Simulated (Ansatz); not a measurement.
Start from ZnSe in the zinc blende structure (space group F-43m, No. 216; a = 5.665 Å).

Levels (all Ansatz, a quantum-chemistry and plane-wave program, PAW): r2SCAN (500 eV, spin-orbit coupling left out); HSE06+SOC (420 eV, with spin-orbit coupling).

The geometry is relaxed with r2SCAN.

```
Property                                   Result
----------------------------  -------------------
r2SCAN band gap                           1.87 eV
r2SCAN valence-band top at Γ  0.00, 0.00, 0.00 eV
```

Task: Predict the band gap and valence-band top at Γ from HSE06+SOC.

Result: The band gap increases by 0.41 eV (1.87 eV → 2.28 eV); the valence-band top at Γ (three highest Kramers pairs, from the VBM) becomes 0.00, 0.00, -0.43 eV (r2SCAN: 0.00, 0.00, 0.00 eV). The threefold valence maximum splits by Δso ≈ 0.43 eV.

Single points use the geometry relaxed with r2SCAN. Differences between runs with and without spin-orbit coupling are approximate. No phonon test of stability was made.
